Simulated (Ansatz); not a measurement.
Base system: MgSe in the rock salt structure (space group Fm-3m, No. 225; a = 5.4724 Å). Axes: x, y, z lie along the cube axes.

All numbers come from Kohn–Sham DFT with the r2SCAN functional, run in Ansatz (a program for electronic structure) with PAW and 500 eV plane waves, no SOC.

Base values:

| Quantity | Result |
|---|---|
| Smallest direct gap | 3.44 eV |
| Valence-band top at Γ | 0.00, 0.00, 0.00 eV |
| Band gap | 2.48 eV |

The change: compressive biaxial strain of 0.83 % in the plane normal to [111], as in epitaxy on a mismatched substrate; the out-of-plane cell vector and the atoms relax.

Q: Estimate the effect on the energy relative to the base.

A: The energy grows by 1.3 meV/atom.

Q: What does the calculation give for the smallest direct gap after the change?

A: The smallest direct gap goes up by 0.04 eV, from 3.44 eV to 3.48 eV.

Q: What does the calculation give for the valence-band top at Γ after the change?

A: The valence-band top at Γ (three highest levels, from the VBM) changes from 0.00, 0.00, 0.00 eV to 0.00, 0.00, -0.13 eV.

Q: Predict the new band gap.

A: The band gap decreases by 0.023 eV (2.48 eV → 2.45 eV).

Whether these cells are dynamically stable was not tested.
